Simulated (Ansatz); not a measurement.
Input:

```
Al2O3
1.0
    2.37945     1.24859     4.29202
   -2.37945     1.24859     4.29202
    0.00000    -2.87273     4.41113
Al O
4 6
Direct
  0.35067   0.34979   0.35593
  0.15021   0.14933   0.14407
  0.64933   0.65021   0.64407
  0.84979   0.85067   0.85593
  0.55675   0.94325   0.25000
  0.24889   0.55680   0.94341
  0.94320   0.25111   0.55659
  0.44325   0.05675   0.75000
  0.75111   0.44320   0.05659
  0.05680   0.74889   0.44341
```

No spin polarisation.

Computed with Ansatz (a quantum-chemistry and plane-wave program) r2SCAN, without spin-orbit coupling. k-mesh 8×8×8 (Γ-centred); smearing 0.05 eV (Fermi–Dirac).

### Question
Predict the band gap.

### Answer
7.07 eV.

### Question
Estimate the stress (xx, yy, zz, yz, xz, xy; compression positive).

### Answer
(1.77, -0.15, 1.15, 8.77, 0.00, 0.00) GPa.

### Question
What is the computed gap character?

### Answer
Direct at Γ.

The cells carry an imposed strain or load. Whether these cells are dynamically stable was not tested. The cell was made from Al$_{2}$O$_{3}$ in the corundum structure (space group R-3c, No. 167) by this change: tensor shear ε_yz = −2.89 %.
